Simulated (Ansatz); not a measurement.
Data:

```
CELL_PARAMETERS angstrom
      3.95471     0.00000     0.00000
      0.00000     3.95471     0.00000
      0.00000     0.00000     3.73574
ATOMIC_POSITIONS crystal
  Tl 0.00000 0.00000 0.00000
  Br 0.50000 0.50000 0.50000
```

No spin polarisation.

Calculations: LDA (Ansatz, a first-principles code), no spin-orbit coupling. Γ-centred 9×9×9 mesh, Fermi–Dirac width 0.05 eV.

Question: Predict the gap character, band gap and smallest direct gap.

Answer: The gap character comes out as indirect, X → Z and the band gap is 1.19 eV. The smallest direct gap comes out as 1.36 eV.

Spin-orbit coupling, missing from the scalar runs, can matter with Tl. The cells carry an imposed strain or load. No phonon test of stability was made. The cell was made from TlBr in the CsCl type structure (space group Pm-3m, No. 221) by this change: biaxial strain +3.00 %, plane normal [001], relaxed out of plane.
